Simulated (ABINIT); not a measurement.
## σyy against uniaxial strain in diamond-structure Sn (space group 227): C12 (ABINIT, PBE)

```xyz
2
Lattice="0.0000 3.3274 3.3274 3.2774 0.0000 3.3274 3.2774 3.3274 0.0000" Properties=species:S:1:pos:R:3 pbc="T T T"
Sn     3.2774     3.3274     3.3274
Sn     4.9162     4.9910     4.9910
```

Level of theory: PBE, norm-conserving pseudopotentials (PseudoDojo nc-sr-05 PBE standard) (plane waves; ABINIT). Settings: pseudos = [Sn.upf]; ecut = 1279 eV; occopt = 3; tsmear = 0.00036749 Ha; ngkpt = 10 10 10; nshiftk = 1; shiftk = 0 0 0; potentials = PseudoDojo nc-sr-05 PBE standard; nband = 19; kptopt = 1; nstep = 80; tolvrs = 1e-12. The cell above is the first row's. The rows stretch one cube axis (x) by the strain ε and hold the other two. Stress is positive in tension. In all rows fractional positions and the k mesh are held.

| ε (%) | σyy (GPa) |
|---|---|
| -1.5 | -0.441 |
| -1.0 | -0.295 |
| -0.5 | -0.153 |
| 0.0 | -0.011 |
| 0.5 | 0.128 |
| 1.0 | 0.261 |
| 1.5 | 0.385 |
| 2.0 | ? |

### Question
Using a parabola, estimate the missing σyy at ε = 2.0 from the other rows, showing the fit.

### Answer
Least squares gives σyy = -0.0103 + 0.27650·ε - 0.00767·ε². Residuals (row less fit): 0.0013, -0.0005, -0.0025, -0.0007, 0.0020, 0.0025, -0.0022; standard error 0.0024 (degrees of freedom: 4). The slope at ε = 0, 0.27650 GPa per cent, gives C12 ≈ 100 × 0.27650 = 28 GPa, for the static lattice. At the withheld row, σyy = -0.0103 + 0.27650 × 2.0 - 0.00767 × 2.0² = 0.5120 GPa. The calculation gives 0.501 GPa, 0.0110 GPa below the prediction (1.2 % of the range of σyy in the table). The row lies outside the fitted rows, so this is an extrapolation. From the scatter of the fitted rows alone, a prediction at this place has a standard error of 0.0045 GPa, so the miss is 2.4 times that.

Carrying the step between the two nearest rows on in a straight line would have given 0.509, off by 0.008; series whose last step already gives the withheld value aren't shown. The reference cell has the volume at which an earlier scan in this program and functional put its minimum by a fit. This is grey tin, the low-temperature phase. The runs keep the symmetry of the cell, so they don't test it for distortions. The unstrained cell stands at a pressure of 0.01 GPa, and the constants belong to that pressure. By symmetry this strain leaves no force on the atoms; the largest in the rows is 0.000 eV/Å. The PBE file for Sn was generated anew from PseudoDojo's inputs, some of which were changed. Without a gap such slopes are sensitive to mesh and smearing. Cutoffs and mesh are single choices, not tested for convergence of this quantity. Series with a scatter that would blur these digits, or in which a gap closes, are not shown. Strain series were run only where this level's volume lies within 10 % of a first guess from the measured size.
